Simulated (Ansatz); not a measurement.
The starting structures come from a database of crystals and need not be the phases stable at ambient conditions.

```
CELL_PARAMETERS angstrom
      3.88603     0.00000     0.00000
      1.94301     6.52792     0.00000
      1.94302     0.57833     3.31534
ATOMIC_POSITIONS crystal
  Ga 0.43537 0.69389 0.43537
  Ga 0.56463 0.30611 0.56463
  P  0.05739 0.82784 0.05739
  P  0.94261 0.17216 0.94261
```

Space group of this cell: R-3m. The cell is taken as given; by r2SCAN its mean pressure is -2.3 GPa.

Method: r2SCAN (plane waves, PAW; Ansatz, an electronic-structure program).

The current runs along the normal of the first two printed vectors; no spin-orbit coupling. Scaled by the factor s: both lengths across the current (ions clamped). Meshes 10×10×10 and 8×6 across the current in all rows.

```json
[
 {"s": "0.98", "mean pressure (GPa)": "0.9", "band gap (eV)": "?"},
 {"s": "1.00", "mean pressure (GPa)": "-2.3", "band gap (eV)": "1.07"},
 {"s": "1.02", "mean pressure (GPa)": "-5.0", "band gap (eV)": "0.94"}
]
```

Task: Take the slope of the band gap against ln s from the two given rows, extrapolate to s = 0.98, and say what the run there gives.

Result: Slope = (0.94 − 1.07) / ln 1.02 = -6.56 eV. The line gives 1.07 + (-6.56) × ln 0.98 = 1.20 eV. The run gives 1.06 eV, 0.14 eV under the line, 108 % of the predicted step.
